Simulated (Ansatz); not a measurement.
The parent structure is CeO2 in the fluorite structure (space group Fm-3m, No. 225; a = 5.464 Å).

Level of theory: PBE (Ansatz, an electronic-structure program), scalar-relativistic without spin-orbit coupling, earlier PAW set.

For the base:

| Quantity | Value |
|---|---|
| Band gap | 1.87 eV |
| Width of the top valence band | 0.79 eV |
| Shortest interatomic distance | 2.366 Å |

It is then changed as follows: cell and atoms relaxed at a pressure of 22.5 GPa.

Task: What does the calculation give for the band gap, width of the top valence band and shortest interatomic distance after the change?

Result: The band gap goes up by 0.29 eV, from 1.87 eV to 2.16 eV; the width of the top valence band increases by 0.15 eV, from 0.79 eV to 0.94 eV; the shortest interatomic distance decreases by 0.080 Å (2.366 Å → 2.286 Å).

Load acts through the strain it causes; cell and atoms are relaxed under it. Whether these cells are dynamically stable was not tested. No other phases were tried under pressure. Starting moments died away, wholly or in part, for the base; another magnetic solution may exist. All final runs are without spin polarisation.
